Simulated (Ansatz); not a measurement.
Levels about the gap of amorphous In24O38Zr (63 atoms in a cell of 890 Å³, 6.45 g/cm³; zone centre alone, so wide bands show as single levels with stretches between that a denser mesh fills), at the geometry that PBE relaxed, where it gives -0.3 GPa on a denser mesh. The participation number counts the atoms over which a state spreads; weights are charges in smoothed Voronoi cells. The levels come from a single point, so bond lengths are those of that geometry. Method of the levels: PBE, scalar-relativistic without spin-orbit coupling (Ansatz, a quantum-chemistry and plane-wave program). Sampling: the zone centre alone; Fermi-Dirac width 0.02 eV; no spin polarisation. At PBE the levels at the filled edge of the gap are localised (band-tail or defect states).

The cell was made by melting and quenching with the CHGNet potential and then relaxed with DFT. O atoms were pushed apart under 1.9 Å during the dynamics, to hinder bonds among them. The hot cell started wider than the set density and was brought back towards it in steps. It is the lowest in DFT energy of 2 quenches. It is a model cell: composition and starting density were chosen by hand, and all elements were melted together. No dispersion term was used. Its density started from a set value of 6.45 and ended at 6.45 g/cm³. Cooling (nominally 280 K/ps over its main leg) ran many orders faster than in experiment, which tends to leave more defects and strain. One small periodic cell is one sample of the glass; other quenches scatter about these values. The volume was held where the preparation left it and the shape relaxed, at a PBE pressure of -0.3 GPa (tension).

```
E - E(highest filled), eV  filling  participation number        largest on  weight O  weight In  weight Zr
-------------------------  -------  --------------------  ----------------  --------  ---------  ---------
-0.31                       filled                  18.5   O, 4 neighbours      0.94       0.06       0.00
-0.28                       filled                  15.3   O, 3 neighbours      0.94       0.06       0.00
-0.25                       filled                   7.2   O, 3 neighbours      0.95       0.05       0.00
-0.21                       filled                  14.5   O, 3 neighbours      0.95       0.05       0.00
-0.11                       filled                  10.7   O, 4 neighbours      0.94       0.06       0.00
-0.03                       filled                  11.2   O, 4 neighbours      0.95       0.05       0.01
0.00                        filled                   4.0   O, 3 neighbours      0.96       0.04       0.00
0.40                         empty                  58.8  In, 5 neighbours      0.55       0.44       0.01
3.08                         empty                  36.0  In, 5 neighbours      0.59       0.39       0.01
3.31                         empty                  38.0  In, 5 neighbours      0.59       0.40       0.01
3.43                         empty                  39.6  In, 5 neighbours      0.60       0.39       0.01
3.52                         empty                  39.7  In, 5 neighbours      0.61       0.37       0.03
3.57                         empty                  35.9  In, 5 neighbours      0.61       0.38       0.01
3.87                         empty                  44.0  In, 6 neighbours      0.56       0.42       0.02
```

Most localised among these is the filled level at +0.00 eV, on a O atom, which has 3 neighbours (In 2.14 Å, In 2.21 Å, Zr 2.33 Å).
